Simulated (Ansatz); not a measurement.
Consider WSi₂ (space group I4/mmm, No. 139; a = 3.185 Å, c = 7.773 Å; relaxed with 0.1 eV smearing). Axes: x, y, z lie along a, b, c of the conventional cell.

The values are results of Ansatz (a quantum-chemistry and plane-wave program) LDA, no spin-orbit coupling, not measurements.

Strains are applied to the cell and any free atomic positions relax.

One change was made to it. Results:

```csv
quantity,base,after
energy relative to the base (free energy F),0 meV/atom,+7.2 meV/atom
"pressure (mean of the normal stresses, compression positive)",0.0 GPa,0.2 GPa
shortest interatomic distance,257.1 pm,257.1 pm
```

Problem. Name the change that was made.
A) tensor shear ε_xz = +0.86 %
B) tensor shear ε_xz = +0.57 %
C) tensor shear ε_xz = +1.43 %

Solution. C, tensor shear ε_xz = +1.43 %. For comparison, the energy relative to the base in the other runs: tensor shear ε_xz = +0.86 % gives +2.6 meV/atom; tensor shear ε_xz = +0.57 % gives +1.1 meV/atom.

Whether these cells are dynamically stable was not tested. The final runs are not spin-polarised.
